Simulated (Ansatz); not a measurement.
The reference is AlRu in the CsCl type structure (space group Pm-3m, No. 221; a = 2.976 Å).

Computed with DFT with PBEsol, PAW potentials and a 420 eV plane-wave cutoff in Ansatz (an electronic-structure program), scalar-relativistic without spin-orbit coupling.

For the base:

```
Quantity                           Result
-----------------------------  ----------
Shortest interatomic distance     2.578 Å
Density                        8.06 g/cm³
```

One thing is altered: cell and atoms relaxed at a pressure of 2.1 GPa.

Problem. Estimate the effect on the shortest interatomic distance and density.

Solution. The shortest interatomic distance falls by 0.008 Å, from 2.578 Å to 2.570 Å; the density goes up by 0.08 g/cm³ (8.06 g/cm³ → 8.14 g/cm³).

Load acts through the strain it causes; cell and atoms are relaxed under it. Whether these cells are dynamically stable was not tested. All final runs are without spin polarisation.
